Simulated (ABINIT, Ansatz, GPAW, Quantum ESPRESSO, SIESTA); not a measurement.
## Cu (Fm-3m, 1 atom in the cell) computed with different codes at matched settings

Self-consistent single point.

```
CELL_PARAMETERS angstrom
      0.00000     1.77655     1.77655
      1.77655     0.00000     1.77655
      1.77655     1.77655     0.00000
ATOMIC_POSITIONS crystal
  Cu 0.00000 0.00000 0.00000
```

All programs got the same cell, k-point mesh and kind of occupations (in Ansatz's words: kpoints.mp_grid.grid = 21 21 21; scf.occupations.method = fermi_dirac; scf.occupations.width = 0.1 eV); potentials, basis and cutoffs are each program's usual ones.

```json
[
 {"code": "Quantum ESPRESSO", "model": "PBE, PSlibrary ultrasoft (PBE) pseudopotentials", "pressure (GPa)": "10.12", "k-points": "286", "cutoff": "50 Ry"},
 {"code": "ABINIT", "model": "PBE, PAW (JTH v2.0 PBE PAW)", "pressure (GPa)": "9.86", "k-points": "286", "cutoff": "816 eV"},
 {"code": "GPAW", "model": "PBE, GPAW PAW datasets PBE (gpaw-data 1.0.1)", "pressure (GPa)": "11.87", "k-points": "286", "cutoff": "850 eV"},
 {"code": "Ansatz", "model": "PBE, default PAW files", "pressure (GPa)": "10.44", "k-points": "286", "cutoff": "default"},
 {"code": "SIESTA", "model": "GGA PBE, numerical atomic orbitals DZP, PseudoDojo PBE standard norm-conserving potentials (rewritten from UPF to PSML)", "pressure (GPa)": "3.59", "k-points": "4631", "cutoff": "grid 300 Ry"}
]
```

The spread over the programs that give each value: pressure within 8.28 GPa.

The starting cell comes from a database of computed structures (which also holds hypothetical and non-ambient phases and stackings), without a prior relaxation at this level. Its lattice was rescaled by a random factor within 2.5 % of one. On Ansatz's run: Spin polarisation is off. In the base run, with a pressure of about 11 GPa the cell is away from its equilibrium volume at this level.

Question: Why do the programs differ, and what cannot be compared?

Answer: Differences of this kind can come from the potentials, where these differ, and from what each basis and cutoff leave unconverged. The valence holds different numbers of electrons (Quantum ESPRESSO 11, ABINIT 19, GPAW 11, Ansatz (a program for electronic structure) 19, SIESTA 19). The zero of total energies and Fermi levels follows the potentials and each program's conventions, so they are not compared here. SIESTA uses small atom-centred bases, whose incompleteness enters pressures, forces and empty levels differently from a plane-wave cutoff. Ansatz's pressure is given at a fixed set of plane waves, as the other plane-wave codes print theirs; with its correction for the finite basis it is 10.58 GPa. The programs reduce the same mesh by symmetry to different extents, which changes the work and not the result. In the pressure, GPAW (by 1.59) and SIESTA (by 6.68) lie more than 1 GPa from the median of the plane-wave programs.

Left out of this page: Elk and FLEUR (not drawn, or without a comparable value).

Keys are those of Ansatz 0.2.
